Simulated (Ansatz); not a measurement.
We consider PbZrO3 (Pm-3m, No. 221, 5 atoms in the cell; start mp-1068577; cubic high-temperature phase), described by HSE06 (PAW; Ansatz, a quantum-chemistry and plane-wave program).

Input:

Ansatz 0.2 input:
```yaml
crystal:
  lattice:
    - [4.1412036521, 0.0, 0.0]
    - [0.0, 4.1412036521, 0.0]
    - [0.0, 0.0, 4.1412036521]
  atoms:
    - { symbol: Zr, position: [0.0, 0.0, 0.0] }
    - { symbol: Pb, position: [0.5, 0.5, 0.5] }
    - { symbol: O, position: [0.5, 0.0, 0.0] }
    - { symbol: O, position: [0.0, 0.5, 0.0] }
    - { symbol: O, position: [0.0, 0.0, 0.5] }
basis:
  ecutwfc: 460
  ecutrho_ratio: 4
  xc_grid: 2
kpoints:
  mp_grid: { grid: [6, 6, 6] }
hamiltonian:
  xc: hse06
  dispersion: none
  pseudopotentials: { azcp: { folder: ./paw }, kind: paw }
scf:
  occupations: { method: fermi_dirac, width: 0.01 }
  convergence: { dr2_threshold: 0.0000000005 }
output:
  forces: true
  stress: true
  eigenvalues: true
```

**Question.** How many irreducible k-points, plane waves at Γ does the program set up, and what pressure does the run end with?

**Answer.** 20 irreducible k-points, 1575 plane waves at Γ; P = 0.98 GPa, so the cell is compressed on average and its volume would grow at this level.

From the output:

```
WARN output.stress: scf.exx.energy_threshold = 1e-6 eV is looser than the 5e-8 eV advised for a stress under a hybrid functional (1e-8 eV for each atom of the …
Crystal: 5 atoms, lattice volume = 71.020 Å³
Basis set: ecut = 460 eV, 1575 PW (Γ), exchange–correlation on 60×60×60 points (8 copies of the dense FFT grid, shifted against one another)
Bands: 27, of which v1, the nominal top of the filled ones, is band 22 counted from 1 (21 counted from 0)
Symmetry: 48 space group operations
Space group: Pm-3m (ITA 221), of the structure as read, at distance tolerance 4.1e-5 Å
k-points: 20 of 216
Initial density: superposition of atomic densities (chi_scale 0.1, normalization cell, long waves kept (reshape's long-wave potential 0.00 eV rms))
SCF iter   1: F=—  HF=-17801.058864 eV  |F-HF|=—  |Δ(HF+E_count)|=         —  Δρ=6.01e-2  dr2=4.45e0
SCF iter   2: F=—  HF=-17799.723873 eV  |F-HF|=—  |Δ(HF+E_count)|=    1.33e0  Δρ=2.57e-2  dr2=3.37e-1
  ...
Crystal: 5 atoms, lattice volume = 71.020 Å³
Initial density: handed on by an earlier stage of this run
Crystal: 5 atoms, lattice volume = 71.020 Å³
SCF iter   5: F=—  HF=-17804.820709 eV  |F-HF|=—  |Δ(HF+E_count)|=   3.14e-8  Δρ=3.09e-6  dr2=6.26e-9
SCF iter   6: F=-17804.820709 eV  HF=-17804.820709 eV  |F-HF|=7.28e-12  |Δ(HF+E_count)|=   1.70e-9  Δρ=1.93e-7  dr2=6.97e-11
SCF 3 converged in 6 iterations: F = -17804.820709 eV  dr2 = 6.97e-11
Free energy (F): -17804.820709 eV
Internal energy: -17804.820709 eV  (E = F + TS)
E sigma→0 (E₀):  -17804.820709 eV
Fermi energy:    10.781301 eV
--- Forces (eV/Å), atoms counted from 1 ---
  atom   1  Zr    -0.00000000     0.00000000     0.00000000
  atom   2  Pb     0.00000000     0.00000000    -0.00000000
  atom   3  O     -0.00000000    -0.00000000     0.00000000
  atom   4  O      0.00000000     0.00000000     0.00000000
  atom   5  O      0.00000000     0.00000000     0.00000000
--- Stress (GPa, compression-positive) ---
        0.976351       0.000000       0.000000
       -0.000000       0.976351       0.000000
        0.000000       0.000000       0.976351
  P = ⅓ Tr σ = 0.9764 GPa (9.764 kbar)
```

The PAW data were made under PBE.

Note: held by symmetry at 0 K, a high-temperature phase can be a saddle point. Note: cell and atoms aren't relaxed at this level (pressure 1.0 GPa).

A start named mp-… is a Materials Project structure, which need not be a measured phase.
